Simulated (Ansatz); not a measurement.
Consider Sn in the diamond structure (space group Fd-3m, No. 227; a = 6.4745 Å; relaxed with 0.1 eV smearing). Axes: x, y, z lie along the cube axes.

Computed with DFT with LDA, PAW potentials and a 420 eV plane-wave cutoff in Ansatz (a program for electronic structure), no SOC.

Before the change:

- Shortest interatomic distance = 2.804 Å
- Pressure = 0.0 GPa

Now apply this change: uniaxial strain ε_zz = −3.00 %, all other strain components held at zero, atoms relaxed at fixed cell.

**Question.** How does this affect the shortest interatomic distance, energy relative to the base and pressure?

**Answer.** The shortest interatomic distance drops by 0.028 Å, from 2.804 Å to 2.776 Å; the energy grows by 6.4 meV/atom; the pressure (mean of the normal stresses, compression positive) goes from zero to 1.4 GPa.

Stability against distortions was not tested.
